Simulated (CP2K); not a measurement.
A self-consistent single point of SrCd (Pm-3m, 2 atoms in the cell) with CP2K.

Method of the run: LDA (Pade form), GPW, DZVP-MOLOPT-SR-GTH basis, GTH-PADE potentials (GTH_POTENTIALS) (CP2K).

```yaml
crystal:
  lattice:
    - [4.06670, 0.00000, 0.00000]
    - [0.00000, 4.06670, 0.00000]
    - [0.00000, 0.00000, 4.06670]
  atoms:
    - { symbol: Sr, position: [0.50000, 0.50000, 0.50000] }
    - { symbol: Cd, position: [0.00000, 0.00000, 0.00000] }
```

Reference input (self-consistent single point, DFT PBEsol, GPW, DZVP-MOLOPT-SR-GTH basis, GTH-PBE potentials (GTH_POTENTIALS)): CUTOFF = 500 Ry; REL_CUTOFF = 50 Ry; SMEAR/METHOD = FERMI_DIRAC; ELECTRONIC_TEMPERATURE = 1160.45 K; KPOINTS/SCHEME = MONKHORST-PACK 11 11 11; XC_FUNCTIONAL = PBE:PBESOL; Sr/BASIS_SET = DZVP-MOLOPT-SR-GTH-q10; Sr/POTENTIAL = GTH-PBE-q10; Cd/BASIS_SET = DZVP-MOLOPT-SR-GTH-q12; Cd/POTENTIAL = GTH-PBE-q12; METHOD = GPW; EPS_DEFAULT = 1e-11. This run's input differs from it in these lines:

```diff
@@ -43,6 +43,3 @@
     &XC
-      &XC_FUNCTIONAL
-        &PBE
-          PARAMETRIZATION PBESOL
-        &END PBE
+      &XC_FUNCTIONAL PADE
       &END XC_FUNCTIONAL
@@ -78,3 +75,3 @@
       BASIS_SET DZVP-MOLOPT-SR-GTH-q10
-      POTENTIAL GTH-PBE-q10
+      POTENTIAL GTH-PADE-q10
     &END KIND
@@ -82,3 +79,3 @@
       BASIS_SET DZVP-MOLOPT-SR-GTH-q12
-      POTENTIAL GTH-PBE-q12
+      POTENTIAL GTH-PADE-q12
     &END KIND
```

Output, abridged:

```
 SCF WAVEFUNCTION OPTIMIZATION

  Step     Update method      Time    Convergence         Total energy    Change
     1 NoMix/Diag. 0.20E+00      -     1.68669383       -76.9900088803 -7.70E+01
     2 Broy./Diag. 0.20E+00      -     0.03345838       -77.5071248456 -5.17E-01
     3 Broy./Diag. 0.20E+00      -     0.08845586       -77.1018022734  4.05E-01
     4 Broy./Diag. 0.20E+00      -     0.00841475       -76.8017501010  3.00E-01
     5 Broy./Diag. 0.20E+00      -     0.00581809       -76.7925815689  9.17E-03
     6 Broy./Diag. 0.20E+00      -     0.00145961       -76.8110170865 -1.84E-02
   [... 2 lines left out ...]
     9 Broy./Diag. 0.20E+00      -     0.00015938       -76.8114954567  1.09E-03
    10 Broy./Diag. 0.20E+00      -     0.00002194       -76.8114795626  1.59E-05
    11 Broy./Diag. 0.20E+00      -     0.00000339       -76.8115558927 -7.63E-05
    12 Broy./Diag. 0.20E+00      -     0.00000076       -76.8115579440 -2.05E-06
  *** SCF run converged in    12 steps ***

  Overlap energy of the core charge distribution:               0.00000000000000
  Self energy of the core charge distribution:               -132.62729376883999
  Core Hamiltonian energy:                                     36.46514364652627
  Hartree energy:                                              30.09174112443943
  Exchange-correlation energy:                                -10.73930101309359
  Electronic entropic energy:                                  -0.00184793316961
  Fermi energy:                                                 0.19525623461468

  Total energy:                                               -76.81155794395228
  Total energy (extrapolated to T->0):                        -76.81063397736747

   [... lines left out ...]

 STRESS| Analytical stress tensor [bar]
 STRESS|                        x                   y                   z
 STRESS|      x       -2.69420408210E+04   1.05128533466E-05   1.05112857670E-05
 STRESS|      y        1.05128533466E-05  -2.69420409289E+04   1.05105707299E-05
 STRESS|      z        1.05112857670E-05   1.05105707299E-05  -2.69420396279E+04
 STRESS| 1/3 Trace                                            -2.69420404593E+04
```

The run converged in 12 iterations. Against the reference run the pressure goes from -1.19 to -2.69 GPa.

The starting cell comes from a database of computed structures (which also holds hypothetical and non-ambient phases and stackings), without a prior relaxation at this level. Its lattice was rescaled by a random factor within 2.5 % of one. Values carry the incompleteness of an atom-centred basis.

Cost on one core of a shared machine: roughly 90 s.
